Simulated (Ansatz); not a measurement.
Base system: CoSi$_{2}$ (space group Fm-3m, No. 225; a = 5.3153 Å; not spin-polarised; relaxed with 0.1 eV smearing).

Method: r2SCAN (Ansatz, an electronic-structure program), no spin-orbit coupling, earlier PAW set.

Before the change:

| Quantity | Value |
|---|---|
| Pressure | 0.0 GPa |

Now apply this change: the cell is scaled by 0.9768 in all directions, atoms relaxed at fixed cell.

### Question
Predict the new pressure.

### Answer
The pressure goes from zero to 16.2 GPa.

### Question
What happens to the energy relative to the base?

### Answer
The energy rises by 40 meV/atom.

The cells carry an imposed strain or load. Stability against distortions was not tested. Seeded moments were not kept for the base. All final runs are without spin polarisation. An odd electron count without spin: CoSi2.
